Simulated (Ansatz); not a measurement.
Base system: GaP in the zinc blende structure (space group F-43m, No. 216).

```cif
data_GaP
_chemical_formula_sum 'P1 Ga1'
_space_group_name_H-M_alt 'P 1'
_space_group_IT_number 1
_cell_length_a 3.84594
_cell_length_b 3.84594
_cell_length_c 3.84594
_cell_angle_alpha 60.000
_cell_angle_beta 60.000
_cell_angle_gamma 60.000
loop_
_space_group_symop_operation_xyz
  'x, y, z'
loop_
_atom_site_label
_atom_site_type_symbol
_atom_site_fract_x
_atom_site_fract_y
_atom_site_fract_z
_atom_site_occupancy
P1 P 0.75000 0.75000 0.75000 1
Ga1 Ga 0.00000 0.00000 0.00000 1
```

Level of theory: plane-wave PAW DFT at the PBEsol level (Ansatz, a first-principles code, 420 eV), no SOC, earlier PAW set.

Carriers are added at fixed cell with a uniform background; the Fermi–Dirac width is that of 300 K.

One change was made to it. Results:

```tsv
quantity	base	after
Fermi level relative to the doped band's edge (positive inside the band; to 0.05 eV)	–	+0.45 eV
gap between the host's bands	1.45 eV	1.41 eV
```

Which change produced these results?
A) holes 1.0×10^22 cm⁻³
B) electrons 3.0×10^21 cm⁻³
C) electrons 1.0×10^22 cm⁻³

B, electrons 3.0×10^21 cm⁻³. For comparison, the Fermi level from band edge in the other runs: holes 1.0×10^22 cm⁻³ gives +0.95 eV; electrons 1.0×10^22 cm⁻³ gives +0.85 eV.

Carriers are added with a uniform compensating background; total energy and stress of such cells depend on the potential's zero and are not compared; many-body gap narrowing is missing at this level. Whether these cells are dynamically stable was not tested.
